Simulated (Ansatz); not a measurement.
Where the default PAW files enter, the runs use the earlier of Ansatz's two default sets.

Consider the following.

```xyz
12
Lattice="5.1344 0.0000 0.0000 0.0000 11.6682 0.0000 -2.5672 5.8341 2.5672" Properties=species:S:1:pos:R:3 pbc="T T T"
V      1.2836     1.4585     0.0000
V      1.2836    16.0437     2.5672
Bi     1.2836     7.2926     0.0000
Bi     1.2836    10.2096     2.5672
O      3.1346    11.1298     1.2803
O     -0.5674     6.3725     1.2869
O      1.9998     5.2957     1.2869
O      0.5674    12.2066     1.2803
O      0.0033    15.1236     1.8510
O      2.5639     2.3786     0.7161
O     -0.0033     9.2895     0.7161
O      2.5705     8.2127     1.8510
```

Space group of this cell: I4_1/a. The cell was relaxed by PBE-D3(BJ); by r2SCAN its mean pressure is -2.1 GPa.

Transport runs along the normal of the first two printed cell vectors, the (100) plane of the conventional cell.

The gap is the functional's own. No spin-orbit coupling. Mid-gap values are interpolated on the energy grid.

**Question.** Predict the band gap and the smallest decay constant κ at mid-gap from r2SCAN (Ansatz, a quantum-chemistry and plane-wave program).

**Answer.** Gap 2.40 eV on a 12×12×12 mesh; κ = 0.272 1/Å, at the zone centre.
